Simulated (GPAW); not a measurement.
Input and output of a self-consistent single point for Rh (Fm-3m, 1 atom in the cell) (GPAW).

Method of the run: PBE, GPAW PAW datasets PBE (gpaw-data 1.0.1) (plane waves; GPAW).

```
CELL_PARAMETERS angstrom
      0.00000     1.90950     1.90950
      1.90950     0.00000     1.90950
      1.90950     1.90950     0.00000
ATOMIC_POSITIONS crystal
  Rh 0.00000 0.00000 0.00000
```

Reference input (self-consistent single point, DFT PBE, plane waves, GPAW PAW datasets PBE (gpaw-data 1.0.1)): mode = pw; ecut = 550 eV; xc = PBE; kpts = 13 13 13; mesh shift (steps) = 0 0 0; occupations.name = fermi-dirac; occupations.width = 0.1 eV; nbands = -5; convergence.forces = 0.001 eV/Å; symmetry.symmorphic = false; symmetry.tolerance = 0.0005; maxiter = 100. This run's input differs from it in these lines:

```diff
@@ -16,3 +16,3 @@
             nbands=-5,
-            convergence={'forces': 0.001},
+            convergence={'density': 0.001, 'energy': 0.005, 'eigenstates': 4e-06},
             symmetry={'symmorphic': False, 'tolerance': 0.0005},
```

Output (repeated stretches shortened):

```
     iter     time        total  log10-change:
                         energy   eigst   dens
iter:   1 --:--:--    -7.894931
iter:   2 --:--:--    -7.783143   -1.71  -1.36
iter:   3 --:--:--    -7.436210   -1.16  -1.39
iter:   4 --:--:--    -7.344872   -2.77  -1.76
iter:   5 --:--:--    -7.340077   -2.05  -2.09
iter:   6 --:--:--    -7.316512c  -3.01  -2.14
iter:   7 --:--:--    -7.316193c  -4.56  -2.93
iter:   8 --:--:--    -7.316180c  -4.07  -3.07c
iter:   9 --:--:--    -7.315921c  -4.91  -3.09c
iter:  10 --:--:--    -7.315921c  -6.36c -3.69c
Converged after 10 iterations.

Dipole moment: (0.000000, 0.000000, 0.000000) |e|*Ang

Energy contributions relative to reference atoms: (reference = -130134.647000)

Kinetic:         -4.143803
Potential:       +1.558711
External:        +0.000000
XC:              -4.655801
Entropy (-ST):   -0.047010
Local:           -0.051523
SIC:             +0.000000
--------------------------
Free energy:     -7.339426
Extrapolated:    -7.315921

Showing only first 2 kpts
 Kpt  Band  Eigenvalues  Occupancy
  0     5      8.59088    2.00000
  0     6      8.59088    2.00000
  0     7     10.62401    1.99988
  0     8     10.62401    1.99988

  1     5      8.74994    2.00000
  1     6      8.74995    2.00000
  1     7     10.40909    1.99999
  1     8     10.70158    1.99973

Fermi level: 11.59347

No gap
No difference between direct/indirect transitions
Energy (eV): -7.315921

Forces in eV/Ang:
  0 Rh    0.00000   -0.00000    0.00000

Stress tensor:
    -0.024409     0.000000     0.000000
     0.000000    -0.024409    -0.000000
     0.000000    -0.000000    -0.024409
Stress (GPa, Voigt): [-3.9107 -3.9107 -3.9107 -0.      0.      0.    ]
```

The run converged in 10 iterations. GPAW prints stress with tension positive. Against the reference run the free energy stays essentially unchanged (within 1 meV/atom) and the pressure goes from 4.54 to 3.91 GPa.

The starting cell has typed, rounded lattice constants, without a prior relaxation at this level. Its lattice was rescaled by up to half a per cent. Spin polarisation is off. With a pressure of about 4 GPa the cell is away from its equilibrium volume at this level.
